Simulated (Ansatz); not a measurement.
The starting structures come from a database of crystals and need not be the phases stable at ambient conditions.

 Where the default PAW files enter, the runs use the earlier of Ansatz's two default sets.

The decay constant κ of evanescent states in the gap governs leakage through a thin film.

Data:

```xyz
16
Lattice="4.8001 0.0000 0.0000 0.0000 5.9332 0.0000 0.0000 0.0000 7.0065" Properties=species:S:1:pos:R:3 pbc="T T T"
Tl     0.1931     2.1965     5.2548
Tl     4.6070     3.7367     1.7516
Tl     2.5931     0.7701     1.7516
Tl     2.2070     5.1631     5.2548
F      3.1563     4.9626     3.0355
F      1.6437     0.9706     3.9709
F      0.7563     3.9372     3.9709
F      4.0438     1.9960     3.0355
F      4.0438     1.9960     0.4677
F      0.7563     3.9372     6.5388
F      1.6437     0.9706     6.5388
F      3.1563     4.9626     0.4677
F      1.7862     2.7664     1.7516
F      3.0139     3.1668     5.2548
F      4.1862     0.2002     5.2548
F      0.6139     5.7330     1.7516
```

Space group of this cell: Pnma. The cell is taken as given.

Transport runs along the normal of the first two printed cell vectors.

The gap is the functional's own. No spin-orbit coupling. Mid-gap values are interpolated on the energy grid.

**Question.** Compute, with r2SCAN in Ansatz (a quantum-chemistry and plane-wave program), the band gap and the smallest decay constant κ at mid-gap.

**Answer.** Gap 1.92 eV on a 6×6×4 mesh; κ = 0.224 1/Å, at the zone centre.
